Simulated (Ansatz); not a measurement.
A calculation on cubic perovskite CsPbCl3 (cubic high-temperature phase) returned lattice constant a 5.665 Å, bulk modulus 24.8 GPa.

### Question
Which level of theory produced these numbers?
A) PBE0 (Ansatz (an electronic-structure program))
B) HSE06 (Ansatz)
C) r²SCAN+SOC (Ansatz)
D) PBEsol+SOC (Ansatz)

### Answer
C, r²SCAN+SOC (Ansatz)

The others give: PBE0 5.705 Å, 23.3 GPa; HSE06 5.706 Å, 23.2 GPa; PBEsol+SOC 5.610 Å, 25.0 GPa.

Unless a cell is named, each level is at its own relaxed cell (HSE06 37.16, PBE0 37.14, PBEsol+SOC 35.30, r²SCAN+SOC 36.37 Å³/atom).

Caveats: the relaxation could not lower the start's symmetry, so the cell can be a saddle point above a distorted one (PBE0, HSE06, PBEsol+SOC, r²SCAN+SOC). Ansatz's density-functional and Hartree–Fock values are scalar-relativistic unless marked +SOC, with PAW data made under PBE.
